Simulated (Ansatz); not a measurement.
A self-consistent single point of MoPt2 (Immm, 3 atoms in the cell) with Ansatz (a first-principles code).

Method of the run: PBEsol, default PAW files made with PBE (plane waves; Ansatz).

```
MoPt2
1.0
   -1.39226     2.00149     4.19722
    1.39226    -2.00149     4.19722
    1.39226     2.00149    -4.19722
Mo Pt
1 2
Cartesian
  0.00000   0.00000   0.00000
  0.00000   0.00000   5.56837
  0.00000   0.00000   2.82607
```

Reference input (self-consistent single point, DFT, PBEsol, plane waves, default PAW files made with PBE): basis.ecutwfc = 420 eV; kpoints.mp_grid.grid = 10 10 10; hamiltonian.xc = pbesol; hamiltonian.pseudopotentials = {kind: paw} (the program's default PAW files); scf.occupations.method = gaussian; scf.occupations.width = 0.1 eV. This run's input differs from it in these lines:

Ansatz 0.2 input:
```diff
@@ -17,3 +17,3 @@
 scf:
-  occupations: { method: gaussian, width: 0.1 eV }
+  occupations: { method: fermi_dirac, width: 0.3 eV }
 output:
```

Log, with long lists cut:

```
SCF iter   1: F=—  HF=-29666.518657 eV  |F-HF|=—  |Δ(HF+E_count)|=         —  Δρ=8.31e-3  dr2=3.60e-2  ethr=1.77e-3  ⟨swp⟩=4.9  Hψ=18863  notcnv=0
all-band conjugate gradients solve this SCF's bands
preconditioner: auto → Kerker (q_TF=auto, 2.759 Å⁻¹)
SCF iter   2: F=—  HF=-29666.517006 eV  |F-HF|=—  |Δ(HF+E_count)|=   1.65e-3  Δρ=4.23e-3  dr2=9.21e-3  ethr=7.20e-5  ⟨swp⟩=1.4  Hψ=7329  notcnv=0
SCF iter   3: F=—  HF=-29666.516110 eV  |F-HF|=—  |Δ(HF+E_count)|=   8.96e-4  Δρ=5.47e-4  dr2=1.18e-4  ethr=1.84e-5  ⟨swp⟩=2.1  Hψ=7267  notcnv=0
SCF iter   4: F=—  HF=-29666.516097 eV  |F-HF|=—  |Δ(HF+E_count)|=   1.32e-5  Δρ=1.01e-4  dr2=7.22e-6  ethr=2.35e-7  ⟨swp⟩=2.2  Hψ=9158  notcnv=0
SCF iter   5: F=—  HF=-29666.516097 eV  |F-HF|=—  |Δ(HF+E_count)|=   3.94e-7  Δρ=2.48e-5  dr2=2.03e-7  ethr=1.44e-8  ⟨swp⟩=1.0  Hψ=5488  notcnv=0
SCF iter   6: F=-29666.516097 eV  HF=-29666.516097 eV  |F-HF|=1.14e-8  |Δ(HF+E_count)|=   4.77e-8  Δρ=6.60e-6  dr2=2.21e-8  ethr=2.00e-10  ⟨swp⟩=4.6  Hψ=19078  notcnv=0
SCF 1 converged in 6 iterations: F = -29666.516097 eV  dr2 = 2.21e-8
Free energy (F): -29666.516097 eV
Internal energy: -29665.866756 eV  (E = F + TS)
E sigma→0 (E₀):  -29666.191427 eV
Entropy (-TS):   -0.649341 eV (-216.447 meV/atom)
Fermi energy:    22.096689 eV
--- Forces (eV/Å), atoms counted from 1 ---
  atom   1  Mo     0.00000000    -0.00000000     0.00000000
  atom   2  Pt     0.00000000    -0.00000000     0.00401737
  atom   3  Pt     0.00000000     0.00000000    -0.00401737
--- Stress (GPa, compression-positive) ---
      -10.529844       0.000000       0.000000
        0.000000     -12.183233      -0.000000
        0.000000      -0.000000     -11.051368
  P = ⅓ Tr σ = -11.2548 GPa (-112.548 kbar)
  The stress holds the Pulay correction. Without it, at fixed plane waves, as pw.x and ABINIT print it: P = -11.3044 GPa
```

The run converged in 6 iterations. Against the reference run the free energy goes down by 96.6 meV/atom, the pressure goes from -13.00 to -11.25 GPa and the largest force goes from 0.087 to 0.004 eV/Å.

The starting cell comes from a database of computed structures (which also holds hypothetical and non-ambient phases and stackings), without a prior relaxation at this level. Its lattice was rescaled by a random factor within 2.5 % of one. Spin polarisation is off. With a pressure of about -11 GPa the cell is away from its equilibrium volume at this level. Ansatz's pressure includes its estimate of the finite-basis (Pulay) stress.
